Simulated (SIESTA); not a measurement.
Input and output of a self-consistent single point for HfB12 (Fm-3m, 13 atoms in the cell) (SIESTA)

Method: GGA PBEsol, numerical atomic orbitals DZP, PseudoDojo PBEsol standard norm-conserving potentials (rewritten from UPF to PSML) (SIESTA).

Input as run:

```
# files in the folder: Hf.psml B.psml (PseudoDojo PBEsol standard)
SystemName  HfB12
SystemLabel HfB12

NumberOfAtoms                13
NumberOfSpecies              2
%block ChemicalSpeciesLabel
  1 72 Hf
  2 5 B
%endblock ChemicalSpeciesLabel
LatticeConstant              5.211483 Ang
%block LatticeVectors
     0.000000000    0.707106787    0.707106787
     0.707106787    0.000000000    0.707106787
     0.707106787    0.707106787    0.000000000
%endblock LatticeVectors
AtomicCoordinatesFormat      Bohr
%block AtomicCoordinatesAndAtomicSpecies
     0.000000000    0.000000000    0.000000000  1
     9.328404484    6.963782499    9.328404484  2
     4.599160513    6.963782499    4.599160513  2
     6.963782499    9.328404484    9.328404484  2
     6.963782499    4.599160513    4.599160513  2
     4.599160513    6.963782499    9.328404484  2
     9.328404484    6.963782499    4.599160513  2
     6.963782499    4.599160513    9.328404484  2
     6.963782499    9.328404484    4.599160513  2
     9.328404484    9.328404484    6.963782499  2
     4.599160513    4.599160513    6.963782499  2
     9.328404484    4.599160513    6.963782499  2
     4.599160513    9.328404484    6.963782499  2
%endblock AtomicCoordinatesAndAtomicSpecies

XC.functional                GGA
XC.authors                   PBEsol
PAO.BasisSize                DZP
PAO.EnergyShift              0.005 Ry
MeshCutoff                   300 Ry
%block kgrid.MonkhorstPack
    5   0   0  0.0
    0   5   0  0.0
    0   0   5  0.0
%endblock kgrid.MonkhorstPack
OccupationFunction           FD
ElectronicTemperature        0.1 eV

MaxSCFIterations             150
SCF.Mixer.Method             Pulay
SCF.Mixer.Weight             0.1
SCF.Mixer.History            6
SCF.DM.Tolerance             1.0E-05
Diag.ParallelOverK           true
WriteForces                  true
Charge.Mulliken              end
```

Log, with long lists cut:

```
reinit: Reading from file input.fdf

reinit: System Name: HfB12
reinit: System Label: HfB12

coor:   Atomic-coordinates input format  =     Cartesian coordinates
coor:                                            (in Bohr units)

siesta: Atomic coordinates (Bohr) and species
siesta:      0.00000   0.00000   0.00000  1        1
siesta:      9.32840   6.96378   9.32840  2        2
siesta:      4.59916   6.96378   4.59916  2        3
siesta:      6.96378   9.32840   9.32840  2        4
siesta:      6.96378   4.59916   4.59916  2        5
siesta:      4.59916   6.96378   9.32840  2        6
siesta:      9.32840   6.96378   4.59916  2        7
siesta:      6.96378   4.59916   9.32840  2        8
siesta:      6.96378   9.32840   4.59916  2        9
siesta:      9.32840   9.32840   6.96378  2       10
siesta:      4.59916   4.59916   6.96378  2       11
siesta:      9.32840   4.59916   6.96378  2       12
siesta:      4.59916   9.32840   6.96378  2       13

siesta: System type = bulk

initatomlists: Number of atoms, orbitals, and projectors:     13   175   128

siesta: ******************** Simulation parameters ****************************
redata: Spin configuration                          = none
redata: Time-Reversal Symmetry                      = T
redata: Number of Atomic Species                    =        2
redata: Mesh Cutoff                                 =   300.0000 Ry
redata: Net charge of the system                    =     0.0000 |e|
redata: Min. number of SCF Iter                     =        0
redata: Max. number of SCF Iter                     =      150
redata: SCF convergence failure will abort job
redata: SCF mix quantity                            = Hamiltonian
redata: Mix DM or H after convergence               =   F
redata: Recompute H after scf cycle                 =   F
redata: Mix DM in first SCF step                    =   T
redata: No kicks to SCF
   [... lines left out ...]
diag: Parallel distribution                         =     1 x     1
diag: Used triangular part                          = Lower
diag: Absolute tolerance                            =  0.100E-15
diag: Orthogonalization factor                      =  0.100E-05
diag: Memory factor                                 =  1.0000

superc: Internal auxiliary supercell:     7 x     7 x     7  =     343
superc: Number of atoms, orbitals, and projectors:   4459  60025  43904

                        Single-point calculation

superc: Internal auxiliary supercell:     7 x     7 x     7  =     343
superc: Number of atoms, orbitals, and projectors:   4459  60025  43904

outcell: Unit cell vectors (Ang):
        0.000000    3.685075    3.685075
        3.685075    0.000000    3.685075
        3.685075    3.685075    0.000000

outcell: Cell vector modules (Ang)   :    5.211483    5.211483    5.211483
outcell: Cell angles (23,13,12) (deg):     60.0000     60.0000     60.0000
outcell: Cell volume (Ang**3)        :    100.0850
new_DM -- step:     1
Initializing Density Matrix...

Attempting to read DM from file... Failed...
DM filled with atomic data:

InitMesh: MESH = 48 x 48 x 48 = 110592
InitMesh: Mesh cutoff (required, used) =   300.000   351.684 Ry

stepf: Fermi-Dirac step function
        iscf     Eharris(eV)        E_KS(eV)     FreeEng(eV)     dDmax    Ef(eV) dHmax(eV)
   scf:    1    -2405.671768    -2483.206417    -2483.291358  1.568355 -7.090391 16.805618
   scf:    2    -2489.966832    -2486.706638    -2486.786145  0.058658 -7.028400 13.129981
   scf:    3    -2491.851282    -2492.501548    -2492.569065  0.198208 -7.141861  3.280145
   scf:    4    -2490.103061    -2492.107184    -2492.177530  0.071666 -6.984238  4.465507
   scf:    5    -2491.663965    -2492.632783    -2492.701348  0.098688 -7.028098  2.960672
   scf:    6    -2492.980267    -2492.821124    -2492.889468  0.016368 -6.985045  1.870740
   scf:    7    -2492.947428    -2492.949993    -2493.018733  0.021559 -6.933485  0.356582
   scf:    8    -2492.956093    -2492.954330    -2493.023011  0.003595 -6.943422  0.025229
   scf:    9    -2492.954294    -2492.954313    -2493.022993  0.000386 -6.942933  0.033689
   scf:   10    -2492.954366    -2492.954342    -2493.023021  0.000211 -6.943402  0.020915
   scf:   11    -2492.954368    -2492.954361    -2493.023037  0.000254 -6.944067  0.000196
   scf:   12    -2492.954361    -2492.954361    -2493.023037  0.000002 -6.944071  0.000029
SCF Convergence by DM+H criterion
max |DM_out - DM_in|         :     0.0000020526
max |H_out - H_in|      (eV) :     0.0000290768
SCF cycle converged after 12 iterations

Using DM_out to compute the final energy and forces

siesta: E_KS(eV) =            -2492.9544

siesta: E_KS - E_eggbox =     -2492.9544

siesta: Atomic forces (eV/Ang):
     1    0.000000    0.000000    0.000000
     2    0.024433   -0.000005    0.024433
     3   -0.024433    0.000005   -0.024433
     4   -0.000005    0.024433    0.024433
     5    0.000005   -0.024433   -0.024433
     6   -0.024447   -0.000000    0.024447
     7    0.024447   -0.000000   -0.024447
     8   -0.000000   -0.024447    0.024447
     9   -0.000000    0.024447   -0.024447
    10    0.024433    0.024433   -0.000005
    11   -0.024433   -0.024433    0.000005
    12    0.024447   -0.024447   -0.000000
    13   -0.024447    0.024447   -0.000000
   Tot   -0.000000   -0.000000   -0.000000
   Max    0.024447
   Res    0.019172    sqrt( Sum f_i^2 / 3N )
   Max    0.024447    constrained

Stress tensor Voigt[x,y,z,yz,xz,xy] (kbar):      -16.75      -16.75      -16.75       -0.01       -0.01       -0.01
(Free)E + p*V (eV/cell)    -2491.9768
Target enthalpy (eV/cell)    -2493.0230

siesta: Program's energy decomposition (eV):
siesta: Ebs     =      -906.565488
siesta: Eions   =      3828.536338
siesta: Ena     =       984.874091
siesta: Ekin    =      1052.376244
siesta: Enl     =        98.350123
siesta: Eso     =         0.000000
siesta: Edftu   =         0.000000
siesta: DEna    =       -16.302778
siesta: DUscf   =         4.520398
siesta: DUext   =         0.000000
siesta: Ex      =      -709.605039
siesta: Ec      =       -78.631063
siesta: Exc     =      -788.236102
siesta: Eharris =     -2492.954361
siesta: Etot    =     -2492.954361
siesta: FreeEng =     -2493.023037

siesta: Stress tensor (static) (eV/Ang**3):
siesta:    -0.010453   -0.000006   -0.000006
siesta:    -0.000006   -0.010453   -0.000006
siesta:    -0.000006   -0.000006   -0.010453

siesta: Cell volume =        100.084999 Ang**3

siesta: Pressure (static):
siesta:                Solid            Molecule  Units
   [... lines left out ...]
siesta:          16.74798067         12.83150441  kBar
   [... lines left out ...]

mulliken: Atomic and Orbital Populations:

Species: Hf
Atom  Qatom  Qorb
               5s      6s      6s      5py     5pz     5px     6py     6pz
               6px     5dxy    5dyz    5dz2    5dxz    5dx2-y2 5dxy    5dyz
               5dz2    5dxz    5dx2-y2
   1  8.908   1.830  -0.732   0.430   1.938   1.938   1.938   0.203   0.203
              0.203  -0.284  -0.284  -0.588  -0.284  -0.588   0.532   0.532

              0.693   0.532   0.693

Species: B
Atom  Qatom  Qorb
               2s      2s      2py     2pz     2px     2py     2pz     2px
               3Pdxy   3Pdyz   3Pdz2   3Pdxz   3Pdx2-y2
   2  3.258   0.378   0.504   0.133   0.279   0.279   0.504   0.458   0.458
              0.056   0.056   0.055   0.048   0.050
   3  3.258   0.378   0.504   0.133   0.279   0.279   0.504   0.458   0.458
   [... 21 lines left out ...]

mulliken: Qtot =       48.000

Mulliken Atomic Populations:
Atom #   charge [q] valence [e]  Species
     1     3.092336    8.907664  Hf
     2    -0.257698    3.257698  B
     3    -0.257698    3.257698  B
     4    -0.257698    3.257698  B
     5    -0.257698    3.257698  B
     6    -0.257692    3.257692  B
     7    -0.257692    3.257692  B
     8    -0.257692    3.257692  B
     9    -0.257692    3.257692  B
    10    -0.257698    3.257698  B
    11    -0.257697    3.257697  B
    12    -0.257692    3.257692  B
    13    -0.257692    3.257692  B
 Total    -0.000000
```

The run converged in 12 iterations.

The starting cell comes from a database of computed structures (which also holds hypothetical and non-ambient phases and stackings), without a prior relaxation at this level. Values carry the incompleteness of an atom-centred basis.

Cost on one core of a shared machine: roughly 4 min.
